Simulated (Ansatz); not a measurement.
TaN under a change: uniaxial stress, 5 GPa tension along z

Consider TaN in the rock salt structure (space group Fm-3m, No. 225; a = 4.3760 Å; relaxed with 0.1 eV smearing). Axes: x, y, z lie along the cube axes.

The change: uniaxial stress, 5 GPa tension along z; all other stress components relax to zero.

Calculations: PBEsol (Ansatz, a quantum-chemistry and plane-wave program, PAW, without spin-orbit coupling). Γ-centred 23×23×23 mesh, Fermi–Dirac width 0.1 eV.

The volume per atom goes up by 0.051 Å³ to 10.53 Å³ and the space group becomes I4/mmm (No. 139) (base: Fm-3m (No. 225)). The shortest interatomic distance drops by 0.0042 bohr (4.135 bohr → 4.130 bohr) and the energy increases by 1.2 meV/atom. The band gap is still zero and the strain response (xx, yy, zz) comes out as (−0.10, −0.10, +0.70) %. The secant Young's modulus along z amounts to 720 GPa and the mean lateral Poisson ratio comes out as 0.15.

Final structure:

```yaml
crystal:
  lattice:
    - [0.00000, 2.18574, 2.20320]
    - [2.18574, 0.00000, 2.20320]
    - [2.18574, 2.18574, 0.00000]
  atoms:
    - { symbol: N, position: [0.00000, 0.00000, 0.00000] }
    - { symbol: Ta, position: [0.50000, 0.50000, 0.50000] }
```

Beyond what the load breaks, stability against distortions was not tested. All final runs are without spin polarisation. This is not the structure that TaN has at room temperature and ambient pressure.
